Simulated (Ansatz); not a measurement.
How a calculation on Na2SnCSO7 (P2_1/m, 24 atoms in the cell) responds to its settings

```
Na2SnCSO7
1.0
    5.49521     0.00000     0.00000
    0.00000     7.13077     0.00000
   -0.43840     0.00000     9.40114
Na Sn C S O
4 2 2 2 14
Direct
  0.76504   0.49594   0.78996
  0.23496   0.50406   0.21004
  0.23496   0.99594   0.21004
  0.76504   0.00406   0.78996
  0.23345   0.75000   0.62597
  0.76655   0.25000   0.37403
  0.26317   0.75000   0.91734
  0.73683   0.25000   0.08266
  0.26807   0.25000   0.60648
  0.73193   0.75000   0.39352
  0.73386   0.25000   0.94812
  0.26614   0.75000   0.05188
  0.05429   0.75000   0.83851
  0.94571   0.25000   0.16149
  0.46340   0.75000   0.84369
  0.53660   0.25000   0.15631
  0.14060   0.08122   0.66306
  0.85940   0.91878   0.33694
  0.85940   0.58122   0.33694
  0.14060   0.41878   0.66306
  0.75483   0.75000   0.55480
  0.24517   0.25000   0.44520
  0.52967   0.25000   0.65339
  0.47033   0.75000   0.34661
```

Base run A: Ansatz (a first-principles code) with PBEsol, default PAW files made with PBE, self-consistent single point.

Its settings: kpoints.mp_grid.grid = 3 3 2; hamiltonian.xc = pbesol; hamiltonian.pseudopotentials = {kind: paw} (the program's default PAW files); scf.occupations.method = fermi_dirac; scf.occupations.width = 0.02 eV.

The starting cell comes from a database of computed structures (which also holds hypothetical and non-ambient phases and stackings), without a prior relaxation at this level. Its lattice was rescaled by a random factor within 2.5 % of one. In the base run, with a pressure of about -3 GPa the cell is away from its equilibrium volume at this level. In the base run, forces exceed 1 eV/Å. Ansatz's pressure includes its estimate of the finite-basis (Pulay) stress.

A dash stands where there is no value to compare (another energy zero or no entropy term, no result, no spin, no clean gap, or a mesh too coarse for one). 

```csv
run,change,pressure (GPa),largest force (eV/Å),gap on the mesh (eV),dispersion energy (eV/atom)
A,base,-3.09,1.267,3.973,–
B,hamiltonian.dispersion: default → d3bj [PBEsol-D3BJ],-4.17,1.262,3.973,-0.104
C,hamiltonian.dispersion: default → d3bjatm [PBEsol-D3BJ-ATM],-4.04,1.262,3.973,-0.098
D,hamiltonian.dispersion: default → d4 [PBEsol-D4],-3.73,1.258,3.973,-0.065
E,hamiltonian.xc: pbesol → r2scan; hamiltonian.dispersion: default → d4 [r2SCAN-D4],-4.73,1.583,4.424,-0.046
```

Run C against A: The pressure goes from -3.09 to -4.04 GPa, the largest force moves little (1.267 to 1.262 eV/Å) and the gap on the mesh stays at 3.973 eV.

Run E against A: The pressure goes from -3.09 to -4.73 GPa, the largest force goes from 1.267 to 1.583 eV/Å and the gap on the mesh goes from 3.973 to 4.424 eV.

Left out of this page: 1 run of the series unsound by tests on forces, stress, charge or solver warnings.

Keys are those of Ansatz 0.2.
